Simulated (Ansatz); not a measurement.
The parent structure is WC (space group P-6m2, No. 187).

```yaml
crystal:
  lattice:
    - [2.91216, 0.00000, 0.00000]
    - [-1.45608, 2.52201, 0.00000]
    - [0.00000, 0.00000, 2.83622]
  atoms:
    - { symbol: W, position: [0.00000, 0.00000, 0.00000] }
    - { symbol: C, position: [0.66667, 0.33333, 0.50000] }
```

Cartesian axes are those of the cell as printed.

Method: Ansatz (an electronic-structure program) r2SCAN, no spin-orbit coupling.

One thing is altered: every lattice vector is stretched by 1.33 %; the atoms relax in the strained cell.

Predict the stress tensor and what it implies for the stiffness.

Stress of the strained cell less that of the base (GPa, compression positive):
```
  -14.0     0.0     0.0
    0.0   -14.0     0.0
    0.0     0.0   -16.3
```

Then B = −ΔP/(ΔV/V₀) with ΔV/V₀ = 0.0404 gives secant stiffness values (nonlinear terms included at this strain): B (at held cell shape, above the free-shape value) ≈ 365 GPa.

As a check, the harmonic strain energy −½ V₀ Δσ:ε is 19 meV/atom; the computed energy rise is 20 meV/atom.

Whether these cells are dynamically stable was not tested. The final runs are not spin-polarised.
